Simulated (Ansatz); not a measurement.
Density of states of HfO2 (P2_1/c) above the conduction band minimum, PBEsol, rigid bands (Ansatz, an electronic-structure program); cell volume 137.1 Å³.

| energy from edge (eV) | 10⁻³ states/eV/cell |
|---|---|
| 0.006 | 138 |
| 0.031 | 319 |
| 0.056 | 456 |
| 0.081 | 587 |
| 0.106 | 725 |
| 0.131 | 873 |
| 0.156 | 1040 |
| 0.181 | 1210 |
| 0.206 | 1380 |
| 0.231 | 1560 |
| 0.256 | 1720 |
| 0.281 | 1890 |
| 0.319 | 2140 |
| 0.344 | 2320 |
| 0.369 | 2490 |
| 0.394 | 2630 |
| 0.419 | 2780 |
| 0.444 | 2960 |
| 0.469 | 3140 |
| 0.494 | 3530 |
| 0.519 | 3930 |
| 0.544 | 4490 |
| 0.569 | 5100 |
| 0.594 | 5840 |

Q: What effective density of states at 300 K does this give (∫ g(E) exp(−E/k_BT) dE, both spins, divided by the cell's size)?

A: 5.1e19 cm⁻³, a density-of-states mass of 1.61 mₑ, valleys and band degeneracy included.

Spin-orbit coupling is left out; with 5d elements it also splits d-like band edges. Geometry: cell and atoms relaxed with PBEsol.
